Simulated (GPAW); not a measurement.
Worked example: self-consistent single point of TiCo (Pm-3m, 2 atoms in the cell) in GPAW.

Method of the run: PBE, GPAW PAW datasets PBE (gpaw-data 1.0.1) (plane waves; GPAW 25.7.0).

```
CELL_PARAMETERS angstrom
      2.95505     0.00000     0.00000
      0.00000     2.95505     0.00000
      0.00000     0.00000     2.95505
ATOMIC_POSITIONS crystal
  Ti 0.00000 0.00000 0.00000
  Co 0.50000 0.50000 0.50000
```
Moments meant for the start (each program seeds them in its own way; μB, in the order of the atoms Ti Co): 1.0 3.0.

Reference input (self-consistent single point, DFT PBE, plane waves, GPAW PAW datasets PBE (gpaw-data 1.0.1)): spinpol = true; mode = pw; ecut = 850 eV; xc = PBE; kpts = 8 8 8; mesh shift (steps) = 0 0 0; occupations.name = methfessel-paxton; occupations.width = 0.1 eV; occupations.order = 0; nbands = -6; convergence.density = 1e-05 e/electron; convergence.energy = 1e-05 eV/electron. This run's input differs from it in these lines:

```diff
@@ -17,3 +17,3 @@
             xc='PBE',
-            kpts={'size': (8, 8, 8), 'gamma': True},
+            kpts={'size': (4, 4, 4), 'gamma': True},
             occupations={'name': 'methfessel-paxton', 'width': 0.1, 'order': 0},
```

Output (repeated stretches shortened):

```
     iter     time        total  log10-change:  magmom
                         energy   eigst   dens
iter:   1 --:--:--   -15.494804                   +4.0102
iter:   2 --:--:--   -16.130874   -0.92  -1.32    +1.9466
iter:   3 --:--:--   -16.232686   -1.10  -1.35    +0.5599
iter:   4 --:--:--   -16.282994   -1.29  -1.40    +0.8859
iter:   5 --:--:--   -16.157643   -0.92  -1.41    +0.6846
   [... 16 lines left out ...]
iter:  22 --:--:--   -15.838557   -3.75  -2.96    +0.8203
iter:  23 --:--:--   -15.838900   -4.82  -2.62    +0.8313
iter:  24 --:--:--   -15.838156   -4.46  -2.57    +0.7840
   [... lines left out ...]
iter: 120 --:--:--   -15.842265   -3.11  -2.95    +0.8363

Did not converge!

Here are some tips:

1) Make sure the geometry and spin-state is physically sound.
2) Use less aggressive density mixing.
3) Solve the eigenvalue problem more accurately at each scf-step.
4) Use a smoother distribution function for the occupation numbers.
5) Try adding more empty states.
6) Use enough k-points.
7) Don't let your structure optimization algorithm take too large steps.
8) Solve the Poisson equation more accurately.
9) Better initial guess for the wave functions.

See details here:

    https://gpaw.readthedocs.io/documentation/convergence.html
Traceback (most recent call last):
   [... frames left out ...]
gpaw.KohnShamConvergenceError: Did not converge!  See text output for help.
```

The run ended unconverged after 120 iterations. 

The starting cell comes from a database of computed structures (which also holds hypothetical and non-ambient phases and stackings), without a prior relaxation at this level. Its lattice was rescaled by a random factor within 2.5 % of one.

Cost on one core of a shared machine: roughly 90 s.
